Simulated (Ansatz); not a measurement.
The parent structure is ZrB₂ (space group P6/mmm, No. 191; a = 3.1714 Å, c = 3.5418 Å; relaxed with 0.1 eV smearing). Axes: x lies along a and z along c of the hexagonal cell.

Computed with PBE/PAW in Ansatz (a first-principles code), no spin-orbit coupling.

Base values:

The shortest interatomic distance is 183.1 pm. The band gap is zero.

It is then changed as follows: the cell is compressed by 2.00 % along z with no lateral relaxation, atoms relaxed at fixed cell.

Problem. Predict the new shortest interatomic distance, band gap and stress.

Solution. The shortest interatomic distance stays 183.1 pm; the band gap stays zero; the stress (xx, yy, zz, yz, xz, xy; compression positive) amounts to (2.6, 2.6, 9.1, 0.0, 0.0, 0.0) GPa.

The cells carry an imposed strain or load. Stability against distortions was not tested. All final runs are without spin polarisation.
